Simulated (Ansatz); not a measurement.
Take InAgTe2 in the chalcopyrite structure (space group I-42d, No. 122; a = 6.432 Å, c = 12.766 Å) as the base. Axes: x, y, z lie along a, b, c of the conventional cell.

Level of theory: PBEsol (Ansatz, a program for electronic structure; PAW; 420 eV plane waves; scalar-relativistic without spin-orbit coupling).

Before the change:

| Item | Result |
|---|---|
| Valley order | Γ 0.08 eV; X (0, 0, 1/2) 0.86 eV; M (1/2, 1/2, 1/2) 1.47 eV |

Now apply this change: uniaxial strain ε_xx = −0.75 %, all other strain components held at zero; the atoms relax in the strained cell.

Question: What does the calculation give for the stress, energy relative to the base and valley order after the change?

Answer: The stress (xx, yy, zz, yz, xz, xy; compression positive) is (0.42, 0.29, 0.30, 0.00, 0.00, 0.00) GPa; the energy grows by 0.3 meV/atom; the valley order (the lowest conduction-band minima on the path, energy above the VBM, named in the base's zone) goes from Γ 0.08 eV; X (0, 0, 1/2) 0.86 eV; M (1/2, 1/2, 1/2) 1.47 eV to Γ 0.10 eV; X (0, 0, 1/2) 0.87 eV; M (1/2, 1/2, 1/2) 1.47 eV.

Spin-orbit coupling, missing from the scalar runs, can matter with Te. The levels and masses belong to the bands next to the band gap. Stability against distortions was not tested.
